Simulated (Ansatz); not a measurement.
Base system: MgS in the rock salt structure (space group Fm-3m, No. 225; a = 5.182 Å). Axes: x, y, z lie along the cube axes.

Perturbation: uniaxial stress, 3 GPa compression along z, with the cell and atoms free to relax against it.

Levels (all Ansatz, a program for electronic structure, PAW): PBEsol (420 eV, no spin-orbit coupling); r2SCAN (500 eV, no spin-orbit coupling); HSE06 (420 eV, without spin-orbit coupling).

One geometry, relaxed with PBEsol, under each level:

| level | band gap | lowest conduction level above the VBM at special points | electron mass | pressure |
|---|---|---|---|---|
| PBEsol | 2.63 eV | M 2.63 eV; X 2.76 eV; S 3.64 eV; S₀ 3.64 eV | 0.50 mₑ along k, 0.30 mₑ across (at M) | 1.00 GPa |
| r2SCAN | … | … | … | … |
| HSE06 | 3.74 eV | M 3.74 eV; X 3.87 eV; S 4.78 eV; Γ 4.99 eV | – | – |

Give the withheld r2SCAN results.


- r2SCAN, band gap: 3.39 eV
- r2SCAN, lowest conduction level above the VBM at special points: M 3.39 eV; X 3.53 eV; S 4.38 eV; S₀ 4.38 eV
- r2SCAN, electron mass: 0.50 mₑ along k, 0.31 mₑ across (at M)
- r2SCAN, pressure: 2.06 GPa

Single points use the geometry relaxed with PBEsol. Their cutoffs differ, which shifts pressures a little. The hybrid gap comes from the SCF mesh plus the semilocal run's edge points and a few special points and is an upper bound. Load acts through the strain it causes; cell and atoms are relaxed under it. Effective masses come from finite differences of ±0.01 Å⁻¹. Along k means along the line from Γ to the band edge. Beyond what the load breaks, stability against distortions was not tested. Labels are those of the standard path for the cell's own space group.
